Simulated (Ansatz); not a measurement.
AlB2-type TiB2

Calculation: PBE in Ansatz (plane waves, PAW).

Run with plane-wave cutoff 520 eV, 18×18×12 k mesh (along the axes of the cell as run), Fermi–Dirac smearing 0.1 eV, perturbation theory, force constants from a 6×6×4 q mesh, no spin polarisation, scalar-relativistic PAW data made under PBE.

Cell: relaxed at this level.

```
Item                      Result
-----------------  -------------
zero-point energy  0.102 eV/atom
```

Cost on a shared machine: about 80 core-minutes (a rough figure).

Ansatz is a first-principles code.
